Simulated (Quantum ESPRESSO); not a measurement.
The steps of a band-structure calculation for Os (P6_3/mmc, 4 atoms in the cell) with Quantum ESPRESSO.

Method: PBE, PseudoDojo standard norm-conserving (PBE) pseudopotentials (plane waves; Quantum ESPRESSO).

Step 1 (scf):

```fortran
&CONTROL
   calculation = 'scf'
   prefix = 'Os'
   outdir = './tmp/'
   pseudo_dir = './'
   tprnfor = .true.
   tstress = .true.
/
&SYSTEM
   ibrav = 0
   celldm(1) = 5.0829518139
   nat = 4
   ntyp = 1
   ecutwfc = 75
   occupations = 'smearing'
   smearing = 'cold'
   degauss = 0.0099958
/
&ELECTRONS
   conv_thr = 1e-10
/
ATOMIC_SPECIES
Os   190.2300  Os.upf
CELL_PARAMETERS {alat}
   1.0000000000     0.0000000000     0.0000000000
  -0.5000000000     0.8660254038     0.0000000000
   0.0000000000     0.0000000000     3.2175065304
ATOMIC_POSITIONS {crystal}
Os    0.0000000000    0.0000000000    0.0000000000
Os    0.0000000000    0.0000000000    0.5000000000
Os    0.3333333333    0.6666666667    0.2500000000
Os    0.6666666667    0.3333333333    0.7500000000
K_POINTS {automatic}
5 5 2  0 0 0
```

Step 2 (bands):

```fortran
&CONTROL
   calculation = 'bands'
   prefix = 'Os'
   outdir = './tmp/'
   pseudo_dir = './'
   verbosity = 'high'
/
&SYSTEM
   ibrav = 0
   celldm(1) = 5.0829518139
   nat = 4
   ntyp = 1
   ecutwfc = 75
   occupations = 'smearing'
   smearing = 'cold'
   degauss = 0.0099958
   nbnd = 40
/
&ELECTRONS
   conv_thr = 1e-10
   startingwfc = 'random'
   diago_thr_init = 1.0d-6
/
ATOMIC_SPECIES
Os   190.2300  Os.upf
CELL_PARAMETERS {alat}
   1.0000000000     0.0000000000     0.0000000000
  -0.5000000000     0.8660254038     0.0000000000
   0.0000000000     0.0000000000     3.2175065304
ATOMIC_POSITIONS {crystal}
Os    0.0000000000    0.0000000000    0.0000000000
Os    0.0000000000    0.0000000000    0.5000000000
Os    0.3333333333    0.6666666667    0.2500000000
Os    0.6666666667    0.3333333333    0.7500000000
K_POINTS {crystal_b}
12
  0.00000000   0.00000000   0.00000000  13  ! G
  0.50000000   0.00000000   0.00000000   8  ! M
  0.33333333   0.33333333   0.00000000  16  ! K
  0.00000000   0.00000000   0.00000000   4  ! G
  0.00000000   0.00000000   0.50000000  13  ! A
  0.50000000   0.00000000   0.50000000   8  ! L
  0.33333333   0.33333333   0.50000000  16  ! H
  0.00000000   0.00000000   0.50000000   1  ! A
  0.50000000   0.00000000   0.50000000   4  ! L
  0.50000000   0.00000000   0.00000000   1  ! M
  0.33333333   0.33333333   0.00000000   4  ! K
  0.33333333   0.33333333   0.50000000   1  ! H
```

Step 3 (bands.x):

```fortran
&BANDS
   prefix = 'Os'
   outdir = './tmp/'
   filband = 'bands.dat'
   lsym = .false.
/
```

Output of bands (abridged):

```
     Atomic positions and unit cell read from directory:
     ./tmp/Os.save/

     Message from routine setup:
     using ibrav=0 with symmetry is DISCOURAGED, use correct ibrav instead
     G-vector sticks info
     --------------------
     sticks:   dense  smooth     PW     G-vecs:    dense   smooth      PW
     Sum         535     535    163                32005    32005    5335

     bravais-lattice index     =            0
   [... lines left out ...]
     unit-cell volume          =     365.9300 (a.u.)^3
   [... lines left out ...]
   [... 86 lines left out ...]

     Dense  grid:    32005 G-vectors     FFT dimensions: (  30,  30,  96)

     The potential is recalculated from file :
     ./tmp/Os.save/charge-density

     Band Structure Calculation
     Davidson diagonalization with overlap

     ethr =  1.00E-06,  avg # of iterations = 18.6

     End of band structure calculation

          k = 0.0000 0.0000 0.0000 (  3951 PWs)   bands (ev):

   -59.5369 -59.4852 -59.4639 -59.4117 -19.5209 -18.9206 -18.9157 -18.5052
   -18.5052 -18.4299 -18.4299 -18.4014 -18.4014 -18.3249 -18.3249 -18.2764
    16.0092  18.4214  18.4384  19.1335  23.3772  23.4190  23.7634  23.7634
    23.8059  23.8059  24.1364  24.4701  24.4701  24.6011  24.6011  26.3445
    26.3445  27.0515  27.2514  27.2514  28.2254  28.2254  29.5190  29.5190

          k = 0.0385 0.0222 0.0000 (  3965 PWs)   bands (ev):

   -59.5354 -59.4842 -59.4629 -59.4111 -19.5153 -18.9225 -18.9178 -18.5182
   -18.5094 -18.4390 -18.4330 -18.4108 -18.4045 -18.3384 -18.3268 -18.2788
    16.0735  18.4822  18.4989  19.1934  23.2624  23.3681  23.7260  23.7507
    23.8131  23.8469  24.0826  24.5070  24.5248  24.6442  24.6508  26.1811
    26.2659  26.8538  27.2963  27.3599  28.2145  28.2407  29.5302  29.8374

   [... 87 blocks of this kind left out ...]
```

Output of bands.x (abridged):

```
     Reading xml data from directory:

     ./tmp/Os.save/

     G-vector sticks info
     --------------------
     sticks:   dense  smooth     PW     G-vecs:    dense   smooth      PW
     Sum         535     535    163                32005    32005    5335

     Reading collected, re-writing distributed wavefunctions
     high-symmetry point:  0.0000 0.0000 0.0000   x coordinate   0.0000
     high-symmetry point:  0.5000 0.2887 0.0000   x coordinate   0.5774
     high-symmetry point:  0.3333 0.5774 0.0000   x coordinate   0.9107
     high-symmetry point:  0.0000 0.0000 0.0000   x coordinate   1.5774
     high-symmetry point:  0.0000 0.0000 0.1554   x coordinate   1.7328
     high-symmetry point:  0.5000 0.2887 0.1554   x coordinate   2.3101
     high-symmetry point:  0.3333 0.5774 0.1554   x coordinate   2.6434
     high-symmetry point:  0.0000 0.0000 0.1554   x coordinate   3.3101
     high-symmetry point:  0.5000 0.2887 0.1554   x coordinate   3.3101
     high-symmetry point:  0.5000 0.2887 0.0000   x coordinate   3.4655
     high-symmetry point:  0.3333 0.5774 0.0000   x coordinate   3.4655
     high-symmetry point:  0.3333 0.5774 0.1554   x coordinate   3.6209

     Plottable bands (eV) written to file bands.dat.gnu
     Bands written to file bands.dat

   JOB DONE.
```

The starting cell was generated: these elements placed on a structure prototype, without a prior relaxation; it need not be a known phase or ordering of this composition. Its lattice was rescaled by a random factor within 2.5 % of one. Spin-orbit coupling is off. Spin polarisation is off.
